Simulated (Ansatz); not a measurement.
```
CELL_PARAMETERS angstrom
      7.18713     0.00086    -0.14157
      0.00062     7.18813     0.07477
      2.81610    -3.04150    24.07195
ATOMIC_POSITIONS crystal
  Si 0.07773 0.13706 0.23604
  Si 0.58088 0.62444 0.22975
  Si 0.72601 0.05656 0.08744
  Si 0.22612 0.56650 0.08452
  Si 0.39215 0.89982 0.15938
  Si 0.90396 0.39460 0.15919
  Si 0.35173 0.37266 0.30659
  Si 0.84235 0.86276 0.30681
  O  0.19026 0.22780 0.28718
  O  0.69774 0.71387 0.27981
  O  0.21713 0.03532 0.18523
  O  0.71967 0.52662 0.17808
  O  0.55750 0.03387 0.13684
  O  0.07193 0.52173 0.13516
  O  0.45802 0.78468 0.20760
  O  0.96161 0.30060 0.21276
  O  0.38361 0.39800 0.07250
  O  0.85072 0.86966 0.07221
  O  0.43686 0.47155 0.25323
  O  0.93127 0.98581 0.25921
  O  0.63642 0.12130 0.03265
  O  0.13824 0.58787 0.02633
  O  0.32947 0.76359 0.10612
  O  0.85406 0.23768 0.10924
  Si 0.96226 0.23411 0.53220
  Si 0.47141 0.71891 0.52317
  Si 0.61447 0.18494 0.37999
  Si 0.11710 0.69165 0.38115
  Si 0.29736 0.01884 0.45597
  Si 0.80316 0.49866 0.45296
  O  0.03652 0.31138 0.59218
  O  0.57596 0.79843 0.57848
  O  0.12792 0.15472 0.48479
  O  0.62443 0.63714 0.47165
  O  0.46016 0.14974 0.43055
  O  0.97705 0.62474 0.43129
  O  0.37991 0.91244 0.50433
  O  0.85685 0.40805 0.50798
  O  0.26556 0.52527 0.35687
  O  0.73122 0.99332 0.35826
  O  0.31351 0.56950 0.53743
  O  0.81165 0.06810 0.54277
  O  0.51722 0.25580 0.32865
  O  0.00536 0.74688 0.33044
  O  0.23094 0.87191 0.40627
  O  0.76090 0.34091 0.40286
  In 0.53998 0.59533 0.78132
  In 0.74075 0.19064 0.74619
  In 0.17825 0.42089 0.74766
  In 0.38621 0.95901 0.74254
  In 0.93721 0.77212 0.74215
  In 0.53143 0.11273 0.59342
  In 0.89489 0.79500 0.57683
  In 0.10298 0.08336 0.65711
  In 0.26107 0.51627 0.62089
  In 0.72887 0.48535 0.65367
  In 0.50469 0.68631 0.94245
  In 0.66603 0.43858 0.02736
  In 0.06165 0.33230 0.96208
  In 0.33127 0.10390 0.03038
  In 0.99527 0.82160 0.99254
  In 0.42068 0.29985 0.86854
  In 0.66692 0.95315 0.85900
  In 0.05822 0.10816 0.83103
  In 0.16624 0.73942 0.86956
  In 0.83471 0.48040 0.85860
```

The first 46 atoms are the substrate (SiO2-cr), the rest the film (In).

These are PBE (plane waves to 420 eV, PAW; Ansatz, a quantum-chemistry and plane-wave program) values and carry that method's errors. Scalar-relativistic, without spin–orbit coupling; the runs are not spin-polarised; PBE gaps are too small against experiment. Its k-point mesh 4×4×1, Fermi–Dirac width 0.05 eV.

**Question.** Describe the bonding at the interfaces and give the barriers.

**Answer.** A periodic stack without vacuum, tetragonal indium (0 0 1) on alpha cristobalite (0 0 1) (film strained to the substrate, started from cuts of the bulks and a machine-learned relaxation; slabs Si14O32 and In20, which can lie off the formulas): substrate slab Si14O32, film In20, surface cells [[-1, 1], [-1, -1]] and [[-2, 1], [-1, -2]], film strained by -3.4 and -3.4 %, outermost planes O/O and In/In as cut, which need not be the usual terminations and can put a slab off its formula.
interface area: 51.7 Å²
period: 24.15 Å
heights between the nearest atoms of the two slabs at the two interfaces: -0.37 and -0.10 Å
In–O contacts across the interfaces within 1.22 times the sum of covalent radii: 14, mean 2.27 Å
hole barrier (PBE): 2.93 eV
electron barrier (PBE): 2.59 eV
